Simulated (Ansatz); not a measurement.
Take ZrO₂ (space group P4_2/nmc, No. 137; a = 3.601 Å, c = 5.228 Å) as the base.

All numbers come from r2SCAN (Ansatz, a first-principles code), no spin-orbit coupling.

Before the change:

The lattice parameter a is 3.601 Å and the electron mass comes out as 2.2 mₑ along c, 0.63 mₑ across (at Γ).

Perturbation: cell and atoms relaxed at a pressure of 0.9 GPa.

**Question.** How does this affect the lattice parameter a?

**Answer.** The lattice parameter a falls by 0.004 Å, from 3.601 Å to 3.597 Å.

**Question.** What does the calculation give for the electron mass after the change?

**Answer.** The electron mass is still 2.2 mₑ along c, 0.63 mₑ across (at Γ).

The levels and masses belong to the bands next to the band gap. Load acts through the strain it causes; cell and atoms are relaxed under it. Effective masses come from finite differences of ±0.01 Å⁻¹. No phonon test of stability was made. This is not the structure that ZrO2 has at room temperature and ambient pressure.
